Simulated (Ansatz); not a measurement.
SnS (model structure, started from the cinnabar type, Fm-3m, No. 225, 6 atoms in the cell) was calculated with PBEsol (PAW; Ansatz, a program for electronic structure).

Numerical settings: plane-wave cutoff 500 eV, 12×12×4 k mesh (along the axes of the cell as run), Fermi–Dirac smearing 0.05 eV, scalar-relativistic PAW data made under PBE.

Cell (relaxed at this level):

```
CELL_PARAMETERS angstrom
      4.06172     0.00000     0.00000
     -2.03086     3.51755     0.00000
      0.00000     0.00000     9.94779
ATOMIC_POSITIONS crystal
  Sn 0.66669 0.00000 0.66667
  Sn 0.00000 0.66669 0.33333
  Sn 0.33331 0.33331 0.00000
  S  0.66666 0.00000 0.16667
  S  0.00000 0.66666 0.83333
  S  0.33334 0.33334 0.50000
```

Task: Give the computed band gap.

Result: 
* **band gap**: 0.35 eV (on the SCF k mesh)

Note: the relaxation could raise the start's symmetry but not lower it, so the cell can be a saddle point.

Spin–orbit coupling is not included.

Static lattice: no zero-point or thermal effects.

Computing time: very roughly 2.8 core-minutes.

A model structure was made by putting elements into a prototype or built by hand; it is no filed structure, need not be a known phase, and can be a saddle point held by its symmetry.
